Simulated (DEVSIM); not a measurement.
Structure: Ru/Si3N4/SiO2/p-Si capacitor, at 300 K.

Layer 1 from the left is Si3N4, thickness (nm) 9.60. Layer 2 from the left is SiO2, thickness (nm) 1.40. Layer 3 from the left is Si, thickness (nm) 1900, Na (cm⁻³) 9e16.

Metal gate on the left, work function 4.7 eV. Fixed charge at the semiconductor interface 0 cm⁻² (in units of +e); interface traps 1e12 cm⁻² eV⁻¹, uniform in energy, neutral level at 0.3 of the gap above the valence band.

This is a model device: material constants are rounded textbook-type values typed into the input, and sizes, dopings and lifetimes were drawn at random. Values at 300 K.

Si3N4: gap (eV) 5.1, affinity (eV) 2.1, permittivity 7.5. SiO2: gap (eV) 9, affinity (eV) 0.9, permittivity 3.9. Si: gap (eV) 1.124, affinity (eV) 4.05, permittivity 11.7, Nc (cm⁻³) 2.86e19, Nv (cm⁻³) 3.1e19.

Model (solved in DEVSIM): 1D Poisson equation in equilibrium, Boltzmann statistics, complete ionisation; no quantum confinement or tunnelling. Metal contacts follow the ideal Schottky-Mott rule: no Fermi-level pinning, no interface dipoles.

Problem. What does the simulation give for the threshold voltage (band bending 2φF), the flat-band voltage, the minimum of the low-frequency capacitance?

Solution. threshold voltage (band bending 2φF) 0.98 V; flat-band voltage -0.38 V; minimum of the low-frequency capacitance 0.178 μF/cm².
